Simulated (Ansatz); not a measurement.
**Ag under a change: pressure 2.1 GPa**

Base system: Ag in the fcc (Cu type) structure (space group Fm-3m, No. 225; a = 4.054 Å).

It is then changed as follows: cell and atoms relaxed at a pressure of 2.1 GPa.

Method: Kohn–Sham DFT with the PBEsol functional, run in Ansatz (an electronic-structure program) with PAW and 420 eV plane waves, no spin-orbit coupling. Γ-centred 20×20×20 mesh, Fermi–Dirac width 0.05 eV.

```tsv
quantity	base	changed	shift
volume per atom	16.66 Å³	16.38 Å³	-0.28 Å³
density	10.75 g/cm³	10.93 g/cm³	+0.18 g/cm³
lattice parameter a	4.054 Å	4.032 Å	-0.0227 Å
shortest interatomic distance	2.867 Å	2.851 Å	-0.016 Å
band gap	zero	zero	–
```

Final structure:

```yaml
crystal:
  lattice:
    - [0.00000, 2.01586, 2.01586]
    - [2.01586, 0.00000, 2.01586]
    - [2.01586, 2.01586, 0.00000]
  atoms:
    - { symbol: Ag, position: [0.00000, 0.00000, 0.00000] }
```

Load acts through the strain it causes; cell and atoms are relaxed under it. No phonon test of stability was made.
